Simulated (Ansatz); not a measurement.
Effect of uniaxial strain ε_zz = −3.00 % on ScAl3

The reference is ScAl3 in the Cu3Au type structure (space group Pm-3m, No. 221; a = 4.072 Å; relaxed with 0.1 eV smearing). Axes: x, y, z lie along the cube axes.

The change: the cell is compressed by 3.00 % along z with no lateral relaxation; the atoms relax in the strained cell.

Computed with PBEsol, PAW, 420 eV (Ansatz, a program for electronic structure; spin-orbit coupling left out). k-mesh 14×14×14 (Γ-centred); smearing 0.1 eV (Fermi–Dirac).

```csv
quantity,base,changed,shift
volume per atom,16.89 Å³,16.38 Å³,-0.51 Å³
space group,Pm-3m (No. 221),P4/mmm (No. 123),–
shortest interatomic distance,2.880 Å,2.837 Å,-0.043 Å
energy relative to the base (free energy F),0 meV/atom,+9.4 meV/atom,+9.4 meV/atom
"pressure (mean of the normal stresses, compression positive)",0.0 GPa,3.0 GPa,+3.0 GPa
band gap,zero,zero,–
"stress (xx, yy, zz, yz, xz, xy; compression positive)",–,"(1.5, 1.5, 6.1, 0.0, 0.0, 0.0) GPa",–
```

Whether these cells are dynamically stable was not tested. The final runs are not spin-polarised.
